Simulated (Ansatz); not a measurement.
System: Mo3Si (model structure, started from the D03 type, Fm-3m, No. 225, 4 atoms in the cell). Method: LDA (plane waves, PAW; Ansatz, a quantum-chemistry and plane-wave program).

The input as run:

Ansatz 0.2 input:
```yaml
crystal:
  lattice:
    - [0.0, 3.0321230747, 3.0321230747]
    - [3.0321230747, 0.0, 3.0321230747]
    - [3.0321230747, 3.0321230747, 0.0]
  atoms:
    - { symbol: Si, position: [0.0, 0.0, 0.0] }
    - { symbol: Mo, position: [0.5, 0.5, 0.5] }
    - { symbol: Mo, position: [0.25, 0.25, 0.25] }
    - { symbol: Mo, position: [0.75, 0.75, 0.75] }
basis:
  ecutwfc: 520
  ecutrho_ratio: 4
  xc_grid: 2
kpoints:
  mp_grid: { grid: [14, 14, 14] }
hamiltonian:
  xc: lda
  dispersion: none
  pseudopotentials: { kind: paw }
scf:
  occupations: { method: fermi_dirac, width: 0.05 }
output:
  forces: true
  stress: true
  eigenvalues: true
relax:
  f_tol: 0.004
  escape_saddle: false
  max_steps: 80
```

The run printed, among other lines:

```
WARN output.stress: scf.convergence.dr2_threshold = 1e-7 eV (the SCF's general default) is looser than the 4e-10 eV advised for a printed stress (1e-10 eV for …
Relaxation: its limit of steps is 80 (relax.max_steps)
Crystal: 4 atoms, lattice volume = 55.753 Å³
Basis set: ecut = 520 eV, 1459 PW (Γ), exchange–correlation on 64×64×64 points (8 copies of the dense FFT grid, shifted against one another)
Bands: 28, of which v1, the nominal top of the filled ones, is band 23 counted from 1 (22 counted from 0)
Symmetry: 48 space group operations
Space group: Fm-3m (ITA 225), of the structure as read, at distance tolerance 3.8e-5 Å
k-points: 104 of 2744
Functional: x = slater, c = lda
SCF iter   1: F=—  HF=-15137.595812 eV  |F-HF|=—  |Δ(HF+E_count)|=         —  Δρ=1.10e-2  dr2=6.61e-2
SCF iter   2: F=—  HF=-15137.588580 eV  |F-HF|=—  |Δ(HF+E_count)|=   7.23e-3  Δρ=5.77e-3  dr2=1.72e-2
  ...
SCF iter   5: F=—  HF=-15137.585662 eV  |F-HF|=—  |Δ(HF+E_count)|=   9.01e-7  Δρ=1.76e-5  dr2=8.90e-8
SCF iter   6: F=-15137.585662 eV  HF=-15137.585662 eV  |F-HF|=1.72e-9  |Δ(HF+E_count)|=   1.02e-8  Δρ=2.51e-6  dr2=3.13e-9
SCF 1 converged in 6 iterations: F = -15137.585662 eV  dr2 = 3.13e-9
relax step   1: F+E_penalty+E_count = -15137.58566241 eV  Δ(F+E_penalty+E_count) = +0.000e0 eV  max|allowed force component| = 3.238e-17 eV/Å  Δτ_max = 0.0000 Å  (6 SCF iters, accepted)
SCF converged after 6 iterations
Free energy (F): -15137.585662 eV
Internal energy: -15137.562702 eV  (E = F + TS)
E sigma→0 (E₀):  -15137.574182 eV
Fermi energy:    20.362836 eV
--- Forces (eV/Å), atoms counted from 1 ---
  atom   1  Si     0.00000000    -0.00000000     0.00000000
  atom   2  Mo     0.00000000    -0.00000000     0.00000000
  atom   3  Mo    -0.00000000     0.00000000     0.00000000
  atom   4  Mo    -0.00000000     0.00000000     0.00000000
--- Stress (GPa, compression-positive) ---
        5.659362       0.000000      -0.000000
        0.000000       5.659362      -0.000000
       -0.000000       0.000000       5.659362
  P = ⅓ Tr σ = 5.6594 GPa (56.594 kbar)
```

The cell is one volume of an energy–volume scan, off the minimum.

The PAW data were made under PBE.

Note: the run has no spin polarisation, so it can have missed a magnetic state. Note: the relaxation could raise the start's symmetry but not lower it, so the cell can be a saddle point.

Computing time: very roughly 7 core-seconds.

A model structure was made by putting elements into a prototype or built by hand; it is no filed structure, need not be a known phase, and can be a saddle point held by its symmetry.
